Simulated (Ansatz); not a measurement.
## ZnGeP2: uniaxial strain ε_zz = −3.00 %

Base system: ZnGeP2 in the chalcopyrite structure (space group I-42d, No. 122; a = 5.500 Å, c = 10.845 Å). Axes: x, y, z lie along a, b, c of the conventional cell.

One thing is altered: the cell is compressed by 3.00 % along z with no lateral relaxation; the atoms relax in the strained cell.

Calculations: PBE/PAW in Ansatz (a program for electronic structure), without spin-orbit coupling. k-mesh 9×9×9 (Γ-centred); smearing 0.05 eV (Fermi–Dirac).

```json
[
 {"quantity": "volume per atom", "base": "20.50 Å³", "changed": "19.89 Å³", "shift": "-0.615 Å³"},
 {"quantity": "space group", "base": "I-42d (No. 122)", "changed": "I-42d (No. 122)", "shift": "–"},
 {"quantity": "shortest interatomic distance", "base": "2.360 Å", "changed": "2.337 Å", "shift": "-0.023 Å"},
 {"quantity": "energy relative to the base (free energy F)", "base": "0 meV/atom", "changed": "+7.0 meV/atom", "shift": "+7.0 meV/atom"},
 {"quantity": "band gap (an upper bound: an edge found on the path is not a true extremum; the base alone)", "base": "1.14 eV", "changed": "1.11 eV", "shift": "-0.03 eV"},
 {"quantity": "stress (xx, yy, zz, yz, xz, xy; compression positive)", "base": "–", "changed": "(1.77, 1.77, 3.72, 0.00, 0.00, 0.00) GPa", "shift": "–"}
]
```

Cost of the whole job for the changed cell (relaxation, final SCF and bands): about 2.1 core-minutes (a rough figure).

No phonon test of stability was made.
